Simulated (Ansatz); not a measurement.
Consider Bi (space group R-3m, No. 166; a = 4.4730 Å, c = 11.2655 Å (hexagonal axes); relaxed with 0.1 eV smearing). Axes: x lies along a and z along c of the hexagonal cell.

Method: PBEsol-D3(BJ) in Ansatz (plane waves to 420 eV, PAW, scalar-relativistic without spin-orbit coupling), earlier PAW set.

Strains are applied to the cell and any free atomic positions relax; under biaxial strain the out-of-plane vector relaxes too.

One change was made to it. Results:

| quantity | base | after |
|---|---|---|
| energy relative to the base (free energy F) | 0 meV/atom | +21 meV/atom |
| shortest interatomic distance | 3.068 Å | 3.075 Å |

**Question.** Which of these changes matches the shifts?
A. biaxial strain −3.28 %, plane normal [001], relaxed out of plane
B. uniaxial strain ε_yy = +1.99 %
C. isotropic strain +4.80 %
D. biaxial strain −4.80 %, plane normal [001], relaxed out of plane
E. uniaxial strain ε_xx = −2.77 %

**Answer.** D, biaxial strain −4.80 %, plane normal [001], relaxed out of plane. For comparison, the energy relative to the base in the other runs: uniaxial strain ε_xx = −2.77 % gives +6.3 meV/atom; uniaxial strain ε_yy = +1.99 % gives +3.1 meV/atom; isotropic strain +4.80 % gives +84 meV/atom; biaxial strain −3.28 %, plane normal [001], relaxed out of plane gives +12 meV/atom.

Stability against distortions was not tested.

Ansatz is an electronic-structure program.
